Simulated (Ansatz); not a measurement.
**SbP in the rock salt structure (space group Fm-3m, No. 225; a hypothetical phase, not in the database extracts checked)**

```xyz
2
Lattice="0.0000 2.8170 2.8170 2.8170 0.0000 2.8170 2.8170 2.8170 0.0000" Properties=species:S:1:pos:R:3 pbc="T T T"
P      0.0000     0.0000     0.0000
Sb     2.8170     2.8170     2.8170
```

All numbers come from PBE (Ansatz, a quantum-chemistry and plane-wave program), spin-orbit coupling left out. Settings: 14×14×14 k-points, 0.05 eV Fermi–Dirac smearing.

The volume per atom comes out as 22.36 Å³ and the density is 5.67 g/cm³. The band gap is zero and the total energy comes out as -3619.960 eV/atom (σ→0; compares only within this code and set-up).

No phonon test of stability was made. All final runs are without spin polarisation.
